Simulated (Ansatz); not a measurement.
The structure below was relaxed with PBEsol (Ansatz, a first-principles code, PAW, spin-orbit coupling left out), earlier PAW set.

Space group F-43m (No. 216); a = b = c = 5.8248 Å, α = β = γ = 90.00°

```
atom  site  symmetry       x       y       z
----  ----  --------  ------  ------  ------
S       4c      -43m  0.2500  0.2500  0.2500
Cd      4a      -43m  0.0000  0.0000  0.0000
```

**Question.** Write out a cell with all atoms.

**Answer.** 
```cif
data_Cd4S4
_chemical_formula_sum 'S4 Cd4'
_space_group_name_H-M_alt 'P 1'
_space_group_IT_number 1
_cell_length_a 5.82479
_cell_length_b 5.82479
_cell_length_c 5.82479
_cell_angle_alpha 90.000
_cell_angle_beta 90.000
_cell_angle_gamma 90.000
loop_
_space_group_symop_operation_xyz
  'x, y, z'
loop_
_atom_site_label
_atom_site_type_symbol
_atom_site_fract_x
_atom_site_fract_y
_atom_site_fract_z
_atom_site_occupancy
S1 S 0.25000 0.25000 0.25000 1
Cd1 Cd 0.00000 0.00000 0.00000 1
S2 S 0.25000 0.75000 0.75000 1
Cd2 Cd 0.00000 0.50000 0.50000 1
S3 S 0.75000 0.25000 0.75000 1
Cd3 Cd 0.50000 0.00000 0.50000 1
S4 S 0.75000 0.75000 0.25000 1
Cd4 Cd 0.50000 0.50000 0.00000 1
```
This is the conventional cell.

Whether these cells are dynamically stable was not tested. The cell was made from ZnS by this change: Zn → Cd.
